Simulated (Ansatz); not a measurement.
Consider a periodic stack without vacuum, fluorite-type NiSi2 (0 0 1) on silicon (0 0 1), Sb on 1 of 2 substrate sites at each interface (film strained to the substrate, faces as cut): substrate slab Si22Sb2, film Ni8Si16, surface cells [[-2, 0], [-1, -1]] and [[-2, 0], [-1, -1]], film strained by +0.5 and +0.5 %, faces Si/Si and Si/Ni as cut (like faces can put a slab off its formula). Its start:

```
CELL_PARAMETERS angstrom
      7.73575     0.00000     0.01030
      0.00000     3.86787    -0.05053
      3.26416    -0.07341    27.96015
ATOMIC_POSITIONS crystal
  Si 0.49557 0.90103 0.06234
  Si 0.95394 0.89338 0.06179
  Sb 0.24102 0.17604 0.02008
  Si 0.74762 0.05550 0.01145
  Si 0.67970 0.42086 0.16266
  Si 0.17967 0.42220 0.16013
  Si 0.45672 0.41071 0.11232
  Si 0.94391 0.40388 0.11166
  Si 0.38627 0.94007 0.25956
  Si 0.88809 0.93998 0.25970
  Si 0.15809 0.92953 0.20970
  Si 0.65834 0.92916 0.21138
  Si 0.59518 0.45438 0.35786
  Si 0.09619 0.45455 0.35737
  Si 0.36630 0.44708 0.30855
  Si 0.86696 0.44726 0.30868
  Si 0.30015 0.97046 0.45601
  Si 0.80482 0.96796 0.45530
  Si 0.07500 0.96102 0.40602
  Si 0.57350 0.96085 0.40708
  Sb 0.50447 0.46076 0.56097
  Si 0.00512 0.44491 0.55580
  Si 0.26543 0.47598 0.50481
  Si 0.79126 0.47320 0.50346
  Ni 0.09636 0.84640 0.78863
  Ni 0.60035 0.74973 0.78338
  Ni 0.37816 0.28191 0.69325
  Ni 0.89208 0.30630 0.69211
  Ni 0.00827 0.83983 0.97394
  Ni 0.51410 0.85423 0.97737
  Ni 0.30745 0.33757 0.87798
  Ni 0.79403 0.28838 0.87772
  Si 0.87044 0.78969 0.73835
  Si 0.36130 0.77476 0.74102
  Si 0.11541 0.30663 0.73836
  Si 0.62006 0.25780 0.73509
  Si 0.14503 0.11239 0.64223
  Si 0.66827 0.10702 0.64661
  Si 0.91530 0.69676 0.63225
  Si 0.40349 0.75980 0.64820
  Si 0.77819 0.81954 0.92860
  Si 0.28161 0.82897 0.92813
  Si 0.03038 0.34002 0.92825
  Si 0.53187 0.35276 0.93145
  Si 0.06864 0.33339 0.83571
  Si 0.57102 0.27881 0.83196
  Si 0.82450 0.79734 0.83121
  Si 0.33216 0.82758 0.83314
```

The start was prepared with a machine-learned potential, and the result is one local minimum, with the in-plane cell held and forces under 0.04 eV/Å; the film can end far from its bulk form.

Calculation: PBE (plane waves to 420 eV, PAW; Ansatz, a program for electronic structure). Scalar-relativistic, without spin–orbit coupling; the runs are not spin-polarised. Its k-point mesh 4×7×1, Fermi–Dirac width 0.05 eV.

Task: Predict the relaxed interface.

Result: 
```
Item                                                                                                                     Result
--------------------------------------------------------------------------------  ---------------------------------------------
interface area                                                                                                          29.9 Å²
period                                                                                                                  27.69 Å
gaps between the outermost planes at the two interfaces                                                         1.97 and 1.16 Å
Ni–Si contacts across the interfaces within 1.22 times the sum of covalent radii                                 4, mean 2.40 Å
Sb–Si contacts across the interfaces within 1.22 times the sum of covalent radii                                 3, mean 2.80 Å
Ni–Sb contacts across the interfaces within 1.22 times the sum of covalent radii                                 2, mean 2.60 Å
Si–Si contacts across the interfaces within 1.22 times the sum of covalent radii                                 2, mean 2.50 Å
estimate of the barrier                                                           withheld, since the two interfaces are unlike
```
